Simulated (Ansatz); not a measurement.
Take InAs in the zinc blende structure (space group F-43m, No. 216; a = 6.109 Å) as the base.

The values are results of Ansatz (an electronic-structure program), r2SCAN, PAW, cutoff 500 eV, no SOC, not measurements.

Before the change:

| Quantity | Value |
|---|---|
| Valley order | Γ 0.08 eV; L along ⟨111⟩ 1.25 eV; X along ⟨100⟩ 1.88 eV |

Now apply this change: the cell is scaled by 0.9851 in all directions; the atoms relax in the strained cell.

Problem. What happens to the energy relative to the base and valley order?

Solution. The energy rises by 11 meV/atom; the valley order (the lowest conduction-band minima on the path, energy above the VBM, named in the base's zone) goes from Γ 0.08 eV; L along ⟨111⟩ 1.25 eV; X along ⟨100⟩ 1.88 eV to Γ 0.33 eV; L along ⟨111⟩ 1.36 eV; X along ⟨100⟩ 1.81 eV.

The levels and masses belong to the bands next to the band gap. Stability against distortions was not tested.
